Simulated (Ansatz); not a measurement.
Consider ScAl₃ in the Cu3Au type structure (space group Pm-3m, No. 221; relaxed with 0.1 eV smearing).

```
ScAl3
1.0
    4.10667     0.00000     0.00000
    0.00000     4.10667     0.00000
    0.00000     0.00000     4.10667
Al Sc
3 1
Direct
  0.00000   0.50000   0.50000
  0.50000   0.50000   0.00000
  0.50000   0.00000   0.50000
  0.00000   0.00000   0.00000
```

Level of theory: PBE in Ansatz (plane waves to 420 eV, PAW, no spin-orbit coupling).

Before the change:

* **Pressure**: 0.0 GPa
* **Band gap**: zero

Now apply this change: an isotropic linear strain of +4.33 %; the atoms relax in the strained cell.

Question: What happens to the pressure?

Answer: The pressure goes from zero to -8.4 GPa.

Question: Estimate the effect on the energy relative to the base.

Answer: The energy grows by 69 meV/atom.

Question: How does this affect the band gap?

Answer: The band gap is still zero.

No phonon test of stability was made. The final runs are not spin-polarised.

Ansatz is an electronic-structure program.
